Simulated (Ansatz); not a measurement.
TlCl: pressure series

Start from TlCl in the rock salt structure (space group Fm-3m, No. 225; a cell from a computed database, its experimental status unchecked).

```
TlCl
1.0
    0.00000     3.16704     3.16704
    3.16704     0.00000     3.16704
    3.16704     3.16704     0.00000
Tl Cl
1 1
Direct
  0.00000   0.00000   0.00000
  0.50000   0.50000   0.50000
```

Cell and atoms are relaxed at each pressure.

Levels (all Ansatz, a program for electronic structure, PAW): PBEsol (420 eV, no SOC); HSE06 (420 eV, scalar-relativistic without spin-orbit coupling).

Band gaps by level, all at the geometries relaxed with PBEsol:

```
case              PBEsol    HSE06
---------------  -------  -------
base             2.09 eV  2.96 eV
pressure −2 GPa  2.49 eV  3.42 eV
pressure −1 GPa  2.28 eV  3.17 eV
pressure 3 GPa   1.65 eV  2.46 eV
pressure 7 GPa   1.19 eV  1.94 eV
pressure 15 GPa  0.47 eV  1.14 eV
```

Single points use the geometry relaxed with PBEsol. HSE06 gaps are upper bounds (no full band path). With Tl present, leaving out spin-orbit coupling can change the band edges. Load acts through the strain it causes; cell and atoms are relaxed under it. Stability against distortions was not tested. No other phases were tried under pressure. This is not the structure that TlCl has at room temperature and ambient pressure.
